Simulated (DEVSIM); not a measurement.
System: abrupt Si n-p junction, at 400 K.

Layer 1 from the left is Si, thickness (μm) 0.520, Nd (cm⁻³) 1.6e18, τn (s) 1.3e-5, τp (s) 1.3e-5. Layer 2 from the left is Si, thickness (μm) 0.450, Na (cm⁻³) 2.4e15, τn (s) 1.3e-5, τp (s) 1.3e-5.

Left contact: ohmic. Right contact: ohmic. Voltage is applied to the left contact. Recombination: SRH at mid-gap, radiative. Mobility is constant in doping.

This is a model device: material constants are rounded textbook-type values typed into the input, and sizes, dopings and lifetimes were drawn at random. Values at 300 K; Nc and Nv go as T^1.5, mobilities as T to minus their exponent, the gap by Varshni's rule with the affinity fixed.

Si: gap (eV) 1.124, affinity (eV) 4.05, permittivity 11.7, Nc (cm⁻³) 2.86e19, Nv (cm⁻³) 3.1e19, μn (cm²/Vs) 1417, μp (cm²/Vs) 470, T exponent of μn 2.3, T exponent of μp 2.2, B (cm³/s) 4.7e-15, Varshni α (eV/K) 0.000473, Varshni β (K) 636.

Simulated with DEVSIM: 1D drift-diffusion, Boltzmann statistics, complete ionisation; no tunnelling, impact ionisation, image-force lowering or self-heating.

**Question.** What does the simulation give for the dark forward voltage at 100 A/cm², the potential step across the device at zero bias, the dark forward voltage at 1 A/cm², the largest field in the device at zero bias?

**Answer.** dark forward voltage at 100 A/cm² 0.375 V; potential step across the device at zero bias 0.641 V; dark forward voltage at 1 A/cm² 0.181 V; largest field in the device at zero bias 81000 V/cm.
